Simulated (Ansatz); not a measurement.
Start from Ca3SbN in the anti-perovskite structure (space group Pm-3m, No. 221; a = 4.803 Å; a cell from a computed database, its experimental status unchecked).

The change: a hydrostatic pressure of 0.3 GPa.

Levels (all Ansatz, an electronic-structure program, PAW): PBEsol (420 eV, without spin-orbit coupling); HSE06 (420 eV, scalar-relativistic without spin-orbit coupling).

The geometry is relaxed with PBEsol.

```
Item               Value
---------------  -------
PBEsol band gap  0.32 eV
```

With HSE06 at the same geometry, the band gap increases by 0.74 eV, from 0.32 eV to 1.06 eV.

Single points use the geometry relaxed with PBEsol. With Sb present, leaving out spin-orbit coupling can change the band edges. Load acts through the strain it causes; cell and atoms are relaxed under it. Stability against distortions was not tested.
